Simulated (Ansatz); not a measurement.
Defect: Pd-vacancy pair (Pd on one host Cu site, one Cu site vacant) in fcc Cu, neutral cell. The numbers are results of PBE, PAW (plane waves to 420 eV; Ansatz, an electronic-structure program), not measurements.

Cell of 32 host sites held at the relaxed PBE lattice; a 2×2×2 k-point mesh shifted by half a step; Fermi-Dirac width 0.10 eV, spin-restricted; finite-size errors left in. Energies are static. Forms of the defect that were not tried may lie lower.

Barriers: single points on a 4×4×4 k-point mesh shifted by half a step at the bands' geometries (they differ from the bands' own by up to 0.22 eV, and are uncertain by about as much).

The step: the Pd atom itself jumps into the vacancy (Pd-vacancy distance between ideal sites 2.57 Å throughout); the atom moves 2.36 Å along (0.00, 0.46, 0.46) of the unit cell; the moving atom starts with neighbours 4 Cu at 2.58, 2 Cu at 2.61, 4 Cu at 2.64, Cu at 2.67 Å and ends with 4 Cu at 2.58, 2 Cu at 2.61, 4 Cu at 2.64, Cu at 2.67 Å.

Task: What is the computed migration barrier of this step (PBE, PAW)?

Result: 0.85 eV, the same both ways. At the saddle the moving atom has neighbours 4 Cu at 2.46, 4 Cu at 2.81 Å. The program found a first-order saddle point.
